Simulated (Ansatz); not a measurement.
Start from CaF2 in the fluorite structure (space group Fm-3m, No. 225; a = 5.439 Å). Axes: x, y, z lie along the cube axes.

Structures relaxed with r2SCAN (Ansatz, a first-principles code; PAW; 500 eV plane waves; scalar-relativistic without spin-orbit coupling).

Base:

Simulated powder pattern, Cu Kα, λ = 1.54184 Å (kinematic, ideal powder, no thermal factors, no anomalous dispersion; the 14 strongest lines at most, above 2 %, up to 2θ = 90°):

```
2θ (°)  I/Imax (%)    hkl
------  ----------  -----
28.42           84  (111)
47.27          100  (220)
56.08           31  (311)
69.07           13  (400)
76.31           11  (331)
87.95           24  (422)
```

After one change:

Simulated powder pattern, Cu Kα, λ = 1.54184 Å (kinematic, ideal powder, no thermal factors, no anomalous dispersion; the 14 strongest lines at most, above 2 %, up to 2θ = 90°):

```csv
2θ (°),I/Imax (%)
28.45,100
47.29,79
47.38,39
56.04,13
56.20,25
68.97,5.1
69.26,10.0
76.37,9.0
76.50,4.5
87.94,9.5
88.14,19
```

Q: Which of these changes matches the shifts?
A. isotropic strain −5.15 %
B. strain tensor (xx, yy, zz, yz, xz, xy) = (+0.17, +1.23, +0.06, +0.59, +1.05, +0.80) %
C. biaxial strain −0.23 %, plane normal [001], relaxed out of plane
D. uniaxial stress, 2 GPa tension along z

A: C, biaxial strain −0.23 %, plane normal [001], relaxed out of plane. Its volume per atom is 13.37 Å³ against 13.41 Å³, and its space group is I4/mmm (No. 139).

Stability under load was not tested beyond the relaxation.
